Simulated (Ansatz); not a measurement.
These are PBE (plane waves to 420 eV, PAW; Ansatz, an electronic-structure program) values and carry that method's errors.

Electrostatic potential energy of an electron, averaged over planes parallel to the surface, in eV from the highest filled level, for the (111)B surface of zinc-blende GaP, P-terminated, 2x2 P vacancy (bottom of the slab: 3 H on 4 bottom sites):

(z (Å), V (eV)): (3.50, 5.56); (3.79, 5.56); (4.08, 5.56); (4.38, 5.56); (4.67, 5.56); (4.96, 5.56); (5.25, 5.56); (5.54, 5.56); (5.83, 5.56); (6.12, 5.55); (6.42, 5.54); (6.71, 5.51); (7.00, 5.43); (7.29, 5.24); (7.58, 4.78); (7.88, 3.71); (8.17, 3.62); (8.46, 3.53); (8.75, 1.84); (9.04, -0.47); (9.33, -2.54); (9.62, -4.78); (9.92, -7.94); (10.21, -9.94); (10.50, -8.91); (10.79, -5.42); (11.08, -0.58); (11.38, 2.15); (11.67, 2.58); (11.96, 1.19); (12.25, -1.38); (12.54, -3.49); (12.83, -5.52); (13.12, -8.48); (13.42, -10.03); (13.71, -8.26); (14.00, -4.43); (14.29, 0.08); (14.58, 2.43); (14.88, 2.64); (15.17, 1.05); (15.46, -1.53); (15.75, -3.62); (16.04, -5.78); (16.33, -8.78); (16.62, -9.98); (16.92, -7.87); (17.21, -3.82); (17.50, 0.57); (17.79, 2.59); (18.08, 2.53); (18.38, 0.63); (18.67, -1.60); (18.96, -2.98); (19.25, -3.85); (19.54, -5.04); (19.83, -5.77); (20.12, -4.78); (20.42, -2.53); (20.71, 1.01); (21.00, 3.81); (21.29, 5.07); (21.58, 5.64); (21.88, 5.90); (22.17, 6.01); (22.46, 6.06); (22.75, 6.08); (23.04, 6.09); (23.33, 6.09); (23.62, 6.09); (23.92, 6.09); (24.21, 6.09); (24.50, 6.09)

Slab: 34 atoms, 11.9 Å thick at the start with caps and adatoms (thin: gaps and levels are the slab's own); k 3x3x1, smearing 0.025 eV, dipole-corrected; 8 atoms held, the rest relaxed; start symmetry kept, larger cells not searched; no spin, no spin-orbit, no U. It is one candidate, not shown to be the stable structure of the face.

### Question
The surface cell has an area of 52.53 Å². What dipole along the normal does the step between the two vacuum levels imply?

### Answer
the top vacuum level lies 0.53 eV above the bottom one; p = −ε₀ A ΔV (ε₀ = 0.005526 e/(V·Å)) gives -0.15 e·Å a cell.
